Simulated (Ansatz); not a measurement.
Crystal: VBiO4 (I4_1/amd, not sure to be the ambient phase, 12 atoms a cell, 14.3 Å³ an atom); planes in its conventional cell.

Method: r2SCAN (plane waves, PAW; Ansatz, a first-principles code).

The gap is the functional's own. No spin-orbit coupling. Mid-gap values are interpolated on the energy grid.

| plane | area of the cell (Å²) | mid-gap κ (1/Å) | largest κ in the gap (1/Å) |
|---|---|---|---|
| (110) | 33.2 | 0.46 | 0.49 |
| (100) | 47.0 | [?] | [?] |

Problem. The slowest decay depends on the direction. Supply the withheld values.

Solution. 
- (100), mid-gap κ (1/Å): 0.40
- (100), largest κ in the gap (1/Å): 0.41
